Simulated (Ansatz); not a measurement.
Base system: Ir in the simple cubic structure (space group Pm-3m, No. 221; a = 2.5405 Å; a hypothetical phase, not in the database extracts checked).

Perturbation: a hydrostatic pressure of 0.3 GPa.

Levels (all Ansatz, a program for electronic structure, PAW): PBEsol (420 eV, without spin-orbit coupling); PBEsol+SOC (420 eV, with spin-orbit coupling).

The geometry is relaxed with PBEsol.

| Item | Value |
|---|---|
| PBEsol pressure | 0.3 GPa |

With PBEsol+SOC at the same geometry, the pressure grows by 1.2 GPa to 1.5 GPa.

Single points use the geometry relaxed with PBEsol. The spin-orbit shifts are approximate. Load acts through the strain it causes; cell and atoms are relaxed under it. No phonon test of stability was made. The runs without spin-orbit coupling are not spin-polarised. Ir has a high density of states at the Fermi level and may be magnetic at this level.
